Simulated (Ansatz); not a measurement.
Reference: CdSe (P6_3mc), PBE with spin-orbit coupling, rigid bands (plane waves, PAW; Ansatz, a quantum-chemistry and plane-wave program); axes and stresses refer to this cell.

```yaml
crystal:
  lattice:
    - [4.30156, 0.00000, 0.00000]
    - [-2.15078, 3.72526, 0.00000]
    - [0.00000, 0.00000, 7.02198]
  atoms:
    - { symbol: Cd, position: [0.33333, 0.66667, 0.99967] }
    - { symbol: Cd, position: [0.66667, 0.33333, 0.49967] }
    - { symbol: Se, position: [0.33333, 0.66667, 0.37533] }
    - { symbol: Se, position: [0.66667, 0.33333, 0.87533] }
```

The Seebeck coefficient, p-type 1e19 cm⁻³ comes out as 314 μV/K. The hole mass along z comes out as 1.15 mₑ and the hole conductivity mass is 0.96 mₑ.

**Question.** Change: biaxial stress in the c plane of -1.4 GPa (compression positive). What happens to Seebeck coefficient, p-type 1e19 cm⁻³, hole mass along z, hole conductivity mass?

**Answer.** Seebeck coefficient, p-type 1e19 cm⁻³ shrinks to 300 μV/K; hole mass along z falls to 0.51 mₑ; hole conductivity mass shrinks to 0.84 mₑ.

**Question.** Change: biaxial stress in the c plane of 0.7 GPa (compression positive). What happens to Seebeck coefficient, p-type 1e19 cm⁻³, hole mass along z, hole conductivity mass?

**Answer.** Seebeck coefficient, p-type 1e19 cm⁻³ drops to 282 μV/K; hole mass along z grows to 1.41 mₑ; hole conductivity mass decreases to 0.78 mₑ.

**Question.** Change: biaxial stress in the c plane of 2.1 GPa (compression positive). What happens to Seebeck coefficient, p-type 1e19 cm⁻³, hole mass along z, hole conductivity mass?

**Answer.** Seebeck coefficient, p-type 1e19 cm⁻³ shrinks to 236 μV/K; hole mass along z rises to 1.62 mₑ; hole conductivity mass falls to 0.54 mₑ.

**Question.** Change: hydrostatic pressure of 4.2 GPa (compression positive). What happens to Seebeck coefficient, p-type 1e19 cm⁻³, hole mass along z, hole conductivity mass?

**Answer.** Seebeck coefficient, p-type 1e19 cm⁻³ decreases to 298 μV/K; hole mass along z moves little, to 1.13 mₑ; hole conductivity mass decreases to 0.84 mₑ.

**Question.** Change: uniaxial stress along c of 1.4 GPa (compression positive). What happens to Seebeck coefficient, p-type 1e19 cm⁻³, hole mass along z, hole conductivity mass?

**Answer.** Seebeck coefficient, p-type 1e19 cm⁻³ shrinks to 295 μV/K; hole mass along z decreases to 0.49 mₑ; hole conductivity mass decreases to 0.80 mₑ.

**Question.** Change: uniaxial stress along c of 2.8 GPa (compression positive). What happens to Seebeck coefficient, p-type 1e19 cm⁻³, hole mass along z, hole conductivity mass?

**Answer.** Seebeck coefficient, p-type 1e19 cm⁻³ decreases to 255 μV/K; hole mass along z falls to 0.25 mₑ; hole conductivity mass drops to 0.53 mₑ.

Masses are for dilute carriers at 300 K, harmonic means over directions unless an axis is named. Seebeck coefficients are for the stated density at 300 K, with one relaxation time for all states and whether or not that doping can be reached. Stresses and pressures are the targets of the relaxation.  The structure type is held under load, also where the real crystal would transform.
